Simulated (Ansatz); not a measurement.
The parent structure is CdSe in the zinc blende structure (space group F-43m, No. 216; a = 6.133 Å).

Modification: cell and atoms relaxed at a pressure of 4.5 GPa.

Levels (all Ansatz, a quantum-chemistry and plane-wave program, PAW): r2SCAN (500 eV, scalar-relativistic without spin-orbit coupling); HSE06 (420 eV, without spin-orbit coupling).

The geometry is relaxed with r2SCAN.

| Quantity | Value |
|---|---|
| r2SCAN lowest conduction level above the VBM at special points | Γ 1.20 eV; L 2.94 eV; X 3.38 eV |

Predict the lowest conduction level above the VBM at special points from HSE06.

The lowest conduction level above the VBM at special points goes from Γ 1.20 eV; L 2.94 eV; X 3.38 eV to Γ 1.66 eV; L 3.45 eV; X 3.86 eV.

Single points use the geometry relaxed with r2SCAN. Their cutoffs differ, which shifts pressures a little. The levels and masses belong to the bands next to the band gap. Load acts through the strain it causes; cell and atoms are relaxed under it. No phonon test of stability was made. Tetrahedral semiconductors of this kind turn to denser phases somewhere between about 1 and 50 GPa; those were not computed, so compressed cells here can lie past the real transition.
